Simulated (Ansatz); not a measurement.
**Pressure series in Lu**

Take Lu in the hcp (Mg type) structure (space group P6_3/mmc, No. 194) as the base.

```yaml
crystal:
  lattice:
    - [3.50708, 0.00000, 0.00000]
    - [-1.75354, 3.03722, 0.00000]
    - [0.00000, 0.00000, 5.46208]
  atoms:
    - { symbol: Lu, position: [0.66667, 0.33333, 0.75000] }
    - { symbol: Lu, position: [0.33333, 0.66667, 0.25000] }
```

Cell and atoms are relaxed at each pressure.

All numbers come from plane-wave PAW DFT at the PBE level (Ansatz, an electronic-structure program, 420 eV), spin-orbit coupling left out.

Candidates:
(a) pressure −2 GPa
(b) pressure 30 GPa
(c) pressure 9 GPa

Before the change:

| Item | Value |
|---|---|
| c/a ratio | 1.557 |

Task: Order them by c/a ratio, highest first.

Result: (b) pressure 30 GPa (1.590), (a) pressure −2 GPa (1.560), (c) pressure 9 GPa (1.554)

Load acts through the strain it causes; cell and atoms are relaxed under it. No phonon test of stability was made. Competing high-pressure phases were not computed.
